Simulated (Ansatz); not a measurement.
For fluorite CoSi₂, revPBE in Ansatz (plane waves, PAW) gives:

lattice constant a: 5.382 Å
bulk modulus: 173 GPa
cohesive energy: 4.77 eV/atom
formation enthalpy: -0.431 eV/atom

**Question.** What does r²SCAN-D4 (plane waves, PAW; Ansatz, a quantum-chemistry and plane-wave program) give for the same quantities?

**Answer.** 
- lattice constant a: 5.299 Å (falls by 1.5 %)
- bulk modulus: 202 GPa (grows by 17 %)
- cohesive energy: 5.25 eV/atom (goes up by 0.48 eV/atom)
- formation enthalpy: -0.447 eV/atom (moves by -0.016 eV/atom)

For comparison: lattice constant a 5.365 Å (measured, room temperature, no zero-point or thermal correction; as tabulated in Hegde and Bowen (2014), arXiv:1405.1317); formation enthalpy -0.362 ± 0.01 eV/atom (measured, 298 K, copied from a table, unchecked, not corrected to a static lattice; as tabulated in Wang et al. (2021), doi:10.1038/s41598-021-94550-5).

Changes are worked out from the printed values.

Unless a cell is named, each level is at its own relaxed cell (revPBE 12.99, r²SCAN-D4 12.40 Å³/atom).

The crystal itself was run without spin with revPBE, r²SCAN-D4; a magnetic state was not tried in these runs.

Ansatz's density-functional and Hartree–Fock values are scalar-relativistic unless marked +SOC, with PAW data made under PBE.
